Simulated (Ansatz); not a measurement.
**Si, pressure series**

The reference is Si (space group Ia-3, No. 206; a = 6.6016 Å).

Cell and atoms are relaxed at each pressure.

The values are results of PBEsol (Ansatz, a quantum-chemistry and plane-wave program, PAW, scalar-relativistic without spin-orbit coupling), not measurements.

```tsv
P (GPa)	V (Å³/atom)
-2.00	18.402
-1.00	18.184
0.30	17.924
0.70	17.848
1.51	17.699
3.00	17.436
4.98	17.115
7.48	16.749
9.99	16.416
```

Task: Fit a third-order Birch–Murnaghan equation of state.

Result: Least squares on P(V) = (3B₀/2)[(V₀/V)^(7/3) − (V₀/V)^(5/3)]·[1 + (3/4)(B₀′ − 4)((V₀/V)^(2/3) − 1)] gives V₀ = 17.98 Å³/atom, B₀ = 91 GPa and B₀′ = 4.0.

Load acts through the strain it causes; cell and atoms are relaxed under it. Whether these cells are dynamically stable was not tested. No other phases were tried under pressure. This is not the structure that Si has at room temperature and ambient pressure.
